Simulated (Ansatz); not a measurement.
**Defect calculation: C_Hf in monoclinic HfO2**

Calculation: PBE, PAW (plane waves to 420 eV; Ansatz, an electronic-structure program). Cell: 96 sites, 2×2×2 repeats of a cell of 12 atoms; final energies on a 2×2×2 shifted mesh. Site at the start: the Hf site. Charged cells carry a point-charge image correction with potential alignment at far atoms. Dielectric constants: PBE linear response of the host. Host gap at this level: 4.04 eV. A cell of this size leaves errors of a few tenths of an eV. PBE underestimates the host's gap, which shifts levels and can delocalise carriers. Spin–orbit coupling is left out, which matters for these heavy elements. Each state is the lowest found from its start.

Formation energies E_f are given with the Fermi level at the valence-band maximum. Chemical conditions: Hf-rich (Δμ(Hf) = 0.00 eV, Δμ(C) = -1.83 eV, bounded by HfC (Fm-3m); only phases computed here count, gases as isolated molecules at 0 K); O-rich (Δμ(Hf) = -10.38 eV, Δμ(C) = -4.05 eV, bounded by CO2 (Pa-3); only phases computed here count, gases as isolated molecules at 0 K). Reference phases: C: graphite, Hf: hcp Hf.

In at least one state atoms left their starting sites on relaxation (a large move, or an atom on the emptied site), so the name describes the start.

Charges with a result: +1, 0, −1. Others weren't obtained, and one of them could lie lower, also by skipping a charge.

| charge | moment (μB) | point group | largest move off a lattice site (Å) | image correction with alignment (eV) | E_f, Hf-rich (eV) | E_f, O-rich (eV) |
|---|---|---|---|---|---|---|
| +1* | 1.0 | C1 | 1.32 | – | – | – |
| 0 | not spin-polarised | C1 | 1.32 | 0.00 | 10.27 | 2.10 |
| −1 | 1.0 | C1 | 1.06 | 0.48 | 13.81 | 5.64 |

* At this level the carrier isn't localised at the defect: at charge +1 holes occupy the valence band. Such a state is shallow or no state of the defect, and this cell gives it no level.

Point groups are those of the whole cell at tolerances of 0.03 and 0.1 Å ("near" where only the looser one holds); none is given for unsettled states.

Transition levels above the valence-band maximum: ε(0/−1) = 3.54 eV. On the lower envelope of the bound states, inside the gap: (0/−1) at 3.54 eV.

Flagged in the runs: a host whose relaxation on this sampling wasn't shown to rest, a strain field that reaches the edge of the cell.

All states together cost roughly 14 core-hours.
